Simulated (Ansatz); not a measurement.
Base system: Ge in the diamond structure (space group Fd-3m, No. 227; a = 5.6762 Å). Axes: x, y, z lie along the cube axes.

Method: Ansatz (an electronic-structure program), PBEsol, PAW, cutoff 420 eV, spin-orbit coupling left out.

Strains are applied to the cell and any free atomic positions relax; under biaxial strain the out-of-plane vector relaxes too.

One change was made to it. Results:

| quantity | base | after |
|---|---|---|
| pressure (mean of the normal stresses, compression positive) | 0.0 GPa | 2.8 GPa |
| energy relative to the base (free energy F) | 0 meV/atom | +17 meV/atom |
| shortest interatomic distance | 2.458 Å | 2.428 Å |

**Question.** Which of these changes matches the shifts?
A) biaxial strain −1.00 %, plane normal [001], relaxed out of plane
B) biaxial strain −3.00 %, plane normal [001], relaxed out of plane
C) biaxial strain +2.50 %, plane normal [001], relaxed out of plane

**Answer.** B, biaxial strain −3.00 %, plane normal [001], relaxed out of plane. For comparison, the energy relative to the base in the other runs: biaxial strain +2.50 %, plane normal [001], relaxed out of plane gives +10 meV/atom; biaxial strain −1.00 %, plane normal [001], relaxed out of plane gives +1.8 meV/atom.

Stability against distortions was not tested.
